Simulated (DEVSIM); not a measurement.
System: Schottky contact on p-type GaAs, at 250 K.

Layer 1 from the left is GaAs, thickness (μm) 1.20, Na (cm⁻³) 2.6e16, τn (s) 2.7e-9, τp (s) 2.7e-9.

Left contact: Schottky, work function 4.584 eV, emission velocity 3.7e6 cm/s. Right contact: ohmic. Voltage is applied to the left contact. Recombination: SRH at mid-gap, radiative, Auger. Mobility is μmin + (μ − μmin)/(1 + (N/Nref)^α).

Constants are typed, rounded textbook-type inputs, not results; the design itself was drawn at random and stands for no fabricated device. Values at 300 K; Nc and Nv go as T^1.5, mobilities as T to minus their exponent, the gap by Varshni's rule with the affinity fixed.

GaAs: gap (eV) 1.424, affinity (eV) 4.07, permittivity 12.9, Nc (cm⁻³) 4.7e17, Nv (cm⁻³) 9e18, μn (cm²/Vs) 8500, μp (cm²/Vs) 400, μn,min 500, μp,min 20, Nref,n 6e16, Nref,p 1.5e17, αn 0.39, αp 0.38, T exponent of μn 2.1, T exponent of μp 2.2, B (cm³/s) 2e-10, Cn (cm⁶/s) 1e-30, Cp (cm⁶/s) 1e-30, Varshni α (eV/K) 0.000541, Varshni β (K) 204.

Question: Estimate by hand the built-in potential, the peak field at zero bias, the capacitance at 3 V, and compare with a numerical solution.

Answer: 
- Built-in potential: barrier φB = 0.932 eV; Vbi = φB − kT/q ln(N_band/N) = 0.812 V; numerical 0.812 V.
- Peak field at zero bias: depletion approximation: W = √(2εVbi/(qN)) = 0.211 μm with N = 2.60e16 cm⁻³; field = 2Vbi/W = 77000 V/cm; numerical 75800 V/cm (estimate above by 1.6 %).
- Capacitance at 3 V: C = √(qεN / 2(Vbi + |V|)) = 25.0 nF/cm²; numerical 25.1 nF/cm².

Model (solved in DEVSIM): 1D drift-diffusion, Boltzmann statistics, complete ionisation; no tunnelling, impact ionisation, image-force lowering or self-heating. Metal contacts follow the ideal Schottky-Mott rule: no Fermi-level pinning, no interface dipoles.
